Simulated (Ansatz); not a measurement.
Gap of wurtzite GaP, (0001) cell, strained to GaP +1.0% (GaP held in this type, which need not be the stable form; held in plane at the lattice of GaP strained by +1 %), on one geometry relaxed at PBE.

Values marked by level come from r2SCAN (plane waves to 500 eV, PAW; Ansatz, an electronic-structure program); HSE06 (plane waves to 420 eV, PAW; Ansatz). Geometries and values that name no level are of the first. Spin–orbit coupling is left out. Its k-point mesh 9×9×5, Fermi–Dirac width 0.01 eV. HSE06 ran on meshes of its own (6×6×3); its edges and gaps are taken over the mesh and over extra points off it, mostly where PBE has its edges.

| level | gap (eV) |
|---|---|
| r2SCAN | … |
| HSE06 | 1.90 |

**Question.** Some entries are withheld; supply them.

**Answer.** 
- r2SCAN, gap (eV): 1.47
